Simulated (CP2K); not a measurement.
A working CP2K input for Ti5S8 (Cm, 13 atoms in the cell) (DFT PBEsol, GPW, DZVP-MOLOPT-SR-GTH basis, GTH-PBE potentials (GTH_POTENTIALS)):

```
&GLOBAL
  PROJECT bulk
  RUN_TYPE ENERGY_FORCE
  PRINT_LEVEL MEDIUM
&END GLOBAL
&FORCE_EVAL
  METHOD Quickstep
  STRESS_TENSOR ANALYTICAL
  &DFT
    BASIS_SET_FILE_NAME BASIS_MOLOPT
    POTENTIAL_FILE_NAME GTH_POTENTIALS
    &QS
      METHOD GPW
      EPS_DEFAULT 1E-11
    &END QS
    &MGRID
      CUTOFF 600
      REL_CUTOFF 40
      NGRIDS 5
    &END MGRID
    &SCF
      SCF_GUESS ATOMIC
      EPS_SCF 1E-6
      MAX_SCF 100
      ADDED_MOS 18
      &DIAGONALIZATION
        ALGORITHM STANDARD
      &END DIAGONALIZATION
      &MIXING
        METHOD BROYDEN_MIXING
        ALPHA 0.3
        NBUFFER 8
        BETA 1.5
      &END MIXING
      &SMEAR ON
        METHOD MARZARI_VANDERBILT
        SIGMA [eV] 0.05
      &END SMEAR
    &END SCF
    &KPOINTS
      SCHEME MONKHORST-PACK 6 6 4
    &END KPOINTS
    &XC
      &XC_FUNCTIONAL
        &PBE
          PARAMETRIZATION PBESOL
        &END PBE
      &END XC_FUNCTIONAL
    &END XC
    &PRINT
      &MO
        EIGENVALUES T
        OCCUPATION_NUMBERS T
        NDIGITS 8
        FILENAME mo
        &EACH
          QS_SCF 0
        &END EACH
        ADD_LAST NUMERIC
      &END MO
      &MULLIKEN ON
      &END MULLIKEN
    &END PRINT
  &END DFT
  &SUBSYS
    &CELL
      ABC 12.16743200 12.16743147 5.94890975
      ALPHA_BETA_GAMMA 103.26626237 103.26626310 16.15718515
      PERIODIC XYZ
    &END CELL
    &COORD
      SCALED
      Ti       0.24221000     0.24221000     0.91160000
      Ti       0.37510000     0.37510000     0.03431000
      Ti       0.87503000     0.87503000     0.55302000
      Ti       0.62512000     0.62512000     0.95585000
      Ti       0.12269000     0.12269000     0.45017000
      S        0.68780000     0.68780000     0.67457000
      S        0.18735000     0.18735000     0.19364000
      S        0.93634000     0.93634000     0.93444000
      S        0.43273000     0.43273000     0.43145000
      S        0.56291000     0.56291000     0.23173000
      S        0.06495000     0.06495000     0.73526000
      S        0.31115000     0.31115000     0.65113000
      S        0.80971000     0.80971000     0.14748000
    &END COORD
    &KIND Ti
      BASIS_SET DZVP-MOLOPT-SR-GTH
      POTENTIAL GTH-PBE-q12
    &END KIND
    &KIND S
      BASIS_SET DZVP-MOLOPT-SR-GTH
      POTENTIAL GTH-PBE-q6
    &END KIND
  &END SUBSYS
  &PRINT
    &FORCES ON
    &END FORCES
    &STRESS_TENSOR ON
    &END STRESS_TENSOR
  &END PRINT
&END FORCE_EVAL
```

The run converged in 20 iterations: free energy E − TS -10140.2147 eV; Fermi level (on the code's own zero) 7.37 eV; pressure -4.58 GPa; largest force (vector length) 0.328 eV/Å. Each of these slips is then made, one at a time:

(1)
```diff
-      CUTOFF 600
+      CUTOFF 60
```

(2)
```diff
-      ADDED_MOS 18
+      ADDED_MOS 19
+      S        0.13217700    -0.03626900     0.73467600
```

Problem. Predict the outcome of each change.

Solution. 
(1) A basis or grid far too coarse for these potentials. The run converged in 34 iterations without an error; against the sound input the free energy drops by 1.66 eV/atom, the pressure goes from -4.58 to 53.06 GPa and the largest force goes from 0.328 to 123.8 eV/Å.

(2) One atom entered twice. The run converged in 26 iterations without an error; against the sound input the pressure goes from -4.58 to 197.2 GPa and the largest force goes from 0.328 to 1819 eV/Å. The full log also holds: “WARNING in particle_methods.F:720 :: The distance between the atoms  11 and 14 is only 0.500 angstrom and thus smaller than the threshold  of 0.500 angstrom”.

The starting cell comes from a database of computed structures (which also holds hypothetical and non-ambient phases and stackings), without a prior relaxation at this level. Spin polarisation is off, so a magnetic state, if there is one, cannot be reached. Values carry the incompleteness of an atom-centred basis. The potentials were made for another functional than the one used. In the base run, with a pressure of about -5 GPa the cell is away from its equilibrium volume at this level.

Left out of this page: 1 run of the series stopped by limits of time or memory; 3 runs of the series outside the window shown, repeating another row's setting, or not comparable.
